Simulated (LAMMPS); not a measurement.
Symmetric tilt boundaries about [001] in Si (diamond structure) at 0 K, each the lowest of many starting structures.

Level of theory: classical force field (static), pair style meam/spline, file Si_1.meam.spline (LAMMPS).

```csv
rotation (°),energy,Σ,excess volume,plane
22.6,0.666 J/m²,13,-0.27 Å,(510)
28.1,0.648 J/m²,17,-0.17 Å,(410)
36.9,0.497 J/m²,5,0.02 Å,(310)
41.1,0.590 J/m²,73,-0.13 Å,(830)
43.6,0.600 J/m²,29,-0.16 Å,(520)
53.1,0.488 J/m²,5,-0.10 Å,(210)
71.1,0.580 J/m²,37,-0.37 Å,(750)
73.7,0.552 J/m²,25,-0.36 Å,(430)
77.3,0.507 J/m²,41,-0.37 Å,(540)
```
